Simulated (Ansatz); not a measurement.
Abridged Ansatz (a program for electronic structure) output:

```
Relaxation: its limit of steps is 50 (relax.max_steps)
Pseudopotential: La, paw, valence charge 11
Pseudopotential: O, paw, valence charge 6
Crystal: 5 atoms, lattice volume = 79.157 Å³
Basis set: ecut = 500 eV, 1973 PW (Γ), exchange–correlation on 120×120×180 points (64 copies of the dense FFT grid, shifted against one another)
Bands: 25, of which v1, the nominal top of the filled ones, is band 20 counted from 1 (19 counted from 0)
Symmetry: 12 space group operations
k-points: 72 of 600
Functional: x = r2scan, c = r2scan; τ floored in thin density (d = 2e-4 eV/Å³)
SCF iter   1: F=—  HF=-14245.579148 eV  |F-HF|=—  |Δ(HF+E_count)|=         —  Δρ=4.87e-2  dr2=1.60e0  dr2_τ=1.42e-1  ethr=3.10e-3  ⟨swp⟩=5.4  Hψ=8043  notcnv=0
SCF iter   2: F=—  HF=-14245.896160 eV  |F-HF|=—  |Δ(HF+E_count)|=   3.17e-1  Δρ=2.58e-2  dr2=6.66e-1  dr2_τ=3.01e-2  ethr=3.10e-3  ⟨swp⟩=4.2  Hψ=3863  notcnv=0  defer=72
SCF 1 converged in 10 iterations: F = -14246.058074 eV  dr2 = 3.56e-10
relax step   1: F+E_penalty+E_count = -14246.05807431 eV  Δ(F+E_penalty+E_count) = +0.000e0 eV  max|allowed force component| = 3.009e-1 eV/Å  Δτ_max = 0.0000 Å  (10 SCF iters, accepted)
Crystal: 5 atoms, lattice volume = 79.157 Å³
SCF iter   1: F=—  HF=-14246.001763 eV  |F-HF|=—  |Δ(HF+E_count)|=         —  Δρ=6.91e-3  dr2=5.62e-2  dr2_τ=3.04e-2  ethr=1.43e-4  ⟨swp⟩=2.7  Hψ=7763  notcnv=0  defer=73
SCF iter   2: F=—  HF=-14246.027220 eV  |F-HF|=—  |Δ(HF+E_count)|=   2.55e-2  Δρ=2.80e-3  dr2=6.96e-3  dr2_τ=6.82e-4  ethr=1.40e-4  ⟨swp⟩=3.2  Hψ=3229  notcnv=0  defer=75
SCF 2 converged in 9 iterations: F = -14246.025799 eV  dr2 = 2.24e-10
relax step   2: F+E_penalty+E_count = -14246.02579949 eV  Δ(F+E_penalty+E_count) = +3.227e-2 eV  max|allowed force component| = 8.808e-1 eV/Å  Δτ_max = 0.0482 Å  (9 SCF iters, rejected (line search))
Crystal: 5 atoms, lattice volume = 79.157 Å³
SCF iter   1: F=—  HF=-14246.045908 eV  |F-HF|=—  |Δ(HF+E_count)|=         —  Δρ=5.24e-3  dr2=3.20e-2  dr2_τ=1.94e-2  ethr=8.12e-4  ⟨swp⟩=5.9  Hψ=5536  notcnv=0  defer=72
SCF iter   2: F=—  HF=-14246.062611 eV  |F-HF|=—  |Δ(HF+E_count)|=   1.67e-2  Δρ=2.13e-3  dr2=3.87e-3  dr2_τ=4.15e-4  ethr=8.00e-5  ⟨swp⟩=3.0  Hψ=3861  notcnv=0  defer=72
SCF 3 converged in 9 iterations: F = -14246.061835 eV  dr2 = 1.05e-10
relax step   3: F+E_penalty+E_count = -14246.06183513 eV  Δ(F+E_penalty+E_count) = -3.761e-3 eV  max|allowed force component| = 2.562e-2 eV/Å  Δτ_max = 0.0120 Å  (9 SCF iters, accepted)
Crystal: 5 atoms, lattice volume = 79.157 Å³
[...]
SCF iter   2: F=-14246.061928 eV  HF=-14246.061928 eV  |F-HF|=3.64e-12  |Δ(HF+E_count)|=  4.73e-11  Δρ=3.13e-7  dr2=4.05e-11  dr2_τ=1.65e-11  ethr=1.10e-12  ⟨swp⟩=4.9  Hψ=6403  notcnv=0
SCF 6 converged in 2 iterations: F = -14246.061928 eV  dr2 = 4.05e-11
SCF converged after 2 iterations
Free energy (F): -14246.061928 eV
Internal energy: -14246.061928 eV  (E = F + TS)
E sigma→0 (E₀):  -14246.061928 eV
Fermi energy:    12.006942 eV
--- Forces (eV/Å), atoms counted from 1 ---
  atom   1  La     0.00000000     0.00000000    -0.00360119
  atom   2  La     0.00000000     0.00000000     0.00360119
  atom   3  O     -0.00000000    -0.00000000     0.00000000
  atom   4  O     -0.00000000     0.00000000    -0.00100536
  atom   5  O      0.00000000     0.00000000     0.00100536
--- Stress (GPa, compression-positive) ---
        5.712790       0.000000       0.000000
        0.000000       5.712790      -0.000000
        0.000000      -0.000000       4.075409
  P = ⅓ Tr σ = 5.1670 GPa (51.670 kbar)
--- Relaxed structure (5 steps of the walk, 4 accepted, 0 SCFs on fresh bases) ---
  atoms:
    - { symbol: La, position: [0.3333333333333333, 0.6666666666666666, 0.24399043764031403] }
    - { symbol: La, position: [0.6666666666666667, 0.33333333333333326, 0.756009562359686] }
    - { symbol: O, position: [7.138885922707586e-36, 2.384010154669114e-37, -1.4335790118052293e-20] }
    - { symbol: O, position: [0.3333333333333333, 0.6666666666666666, 0.6463211955381691] }
    - { symbol: O, position: [0.6666666666666667, 0.33333333333333326, 0.3536788044618308] }
```

Question: What was computed, and what are the main results?

Answer: La2O3, 5 atoms in the cell, with DFT with r2SCAN, PAW potentials and a 500 eV plane-wave cutoff in Ansatz, no spin-orbit coupling, earlier PAW set. The last SCF converged to F = -14246.061928 eV, or -2849.2124 eV per atom, at a pressure of 5.17 GPa. The total energy compares only with runs of the same code, potentials and settings.

The cells carry an imposed strain or load. Stability against distortions was not tested. The cell was made from La2O3 (space group P-3m1, No. 164) by this change: isotropic strain −1.23 %.

Keys are those of Ansatz 0.2.
